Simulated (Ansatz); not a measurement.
The starting structures come from a database of crystals and need not be the phases stable at ambient conditions.

Given:

```yaml
crystal:
  lattice:
    - [4.33742, 0.00000, 0.00000]
    - [-2.16871, 3.75632, 0.00000]
    - [0.00000, 0.00000, 8.30902]
  atoms:
    - { symbol: B, position: [0.39597, 0.16288, 0.77499] }
    - { symbol: B, position: [0.83712, 0.23309, 0.10832] }
    - { symbol: B, position: [0.76691, 0.60403, 0.44166] }
    - { symbol: B, position: [0.23309, 0.83712, 0.22501] }
    - { symbol: B, position: [0.60403, 0.76691, 0.89168] }
    - { symbol: B, position: [0.16288, 0.39597, 0.55834] }
    - { symbol: O, position: [0.44982, 0.59892, 0.46130] }
    - { symbol: O, position: [0.40108, 0.85090, 0.79463] }
    - { symbol: O, position: [0.14910, 0.55018, 0.12797] }
    - { symbol: O, position: [0.85090, 0.40108, 0.53870] }
    - { symbol: O, position: [0.55018, 0.14910, 0.20537] }
    - { symbol: O, position: [0.59892, 0.44982, 0.87203] }
    - { symbol: O, position: [0.15573, 0.15573, 0.66667] }
    - { symbol: O, position: [0.84427, 0.00000, 0.00000] }
    - { symbol: O, position: [0.00000, 0.84427, 0.33333] }
```

Space group of this cell: P3_121. The cell is taken as given.

Transport runs along the normal of the first two printed cell vectors, the (001) plane of the conventional cell.

The gap is the functional's own, uncorrected, and κ follows it; spin-orbit coupling is left out. Mid-gap values are interpolated between the computed energies.

Give the band gap and the smallest decay constant κ at mid-gap that r2SCAN (Ansatz, a first-principles code) yields.

Gap 7.37 eV on a 12×12×4 mesh; κ = 0.571 1/Å, at the zone centre.
